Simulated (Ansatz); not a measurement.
The reference is BN in the h-BN type structure (space group P6_3/mmc, No. 194; a = 2.4997 Å, c = 6.5253 Å; layered, stacked along the Cartesian z axis).

Levels (all Ansatz, a quantum-chemistry and plane-wave program, PAW, earlier PAW set): r2SCAN+rVV10 (500 eV, no spin-orbit coupling); HSE06 (420 eV, without spin-orbit coupling).

The geometry is relaxed with r2SCAN+rVV10.

* **r2SCAN+rVV10 band gap**: 4.74 eV

**Question.** Predict the band gap from HSE06.

**Answer.** The band gap rises by 0.78 eV to 5.52 eV.

Single points use the geometry relaxed with r2SCAN+rVV10. The hybrid gap comes from the SCF mesh plus the semilocal run's edge points and a few special points and is an upper bound. Whether these cells are dynamically stable was not tested.
